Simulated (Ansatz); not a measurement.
The parent structure is Be₂C (space group Fm-3m, No. 225; a = 4.328 Å).

The values are results of PBE in Ansatz (plane waves to 420 eV, PAW, no spin-orbit coupling), not measurements.

Before the change:

Gap character: indirect, Γ → X
Pressure: -0.01 GPa
Electron mass: 0.69 mₑ along k, 0.23 mₑ across (at X)
Band gap: 1.17 eV

Modification: the cell is scaled by 0.9900 in all directions, atoms relaxed at fixed cell.

### Question
Estimate the effect on the gap character.

### Answer
The gap character stays indirect, Γ → X.

### Question
Predict the new pressure.

### Answer
The pressure goes up by 6.413 GPa to 6.41 GPa.

### Question
What does the calculation give for the electron mass after the change?

### Answer
The electron mass goes from 0.69 mₑ along k, 0.23 mₑ across (at X) to 0.70 mₑ along k, 0.23 mₑ across (at X).

### Question
Predict the new band gap.

### Answer
The band gap grows by 0.01 eV (1.17 eV → 1.18 eV).

The cells carry an imposed strain or load. Masses are band curvatures over ±0.01 Å⁻¹ around the edge. Along k means along the line from Γ to the band edge. Whether these cells are dynamically stable was not tested.

Ansatz is a program for electronic structure.
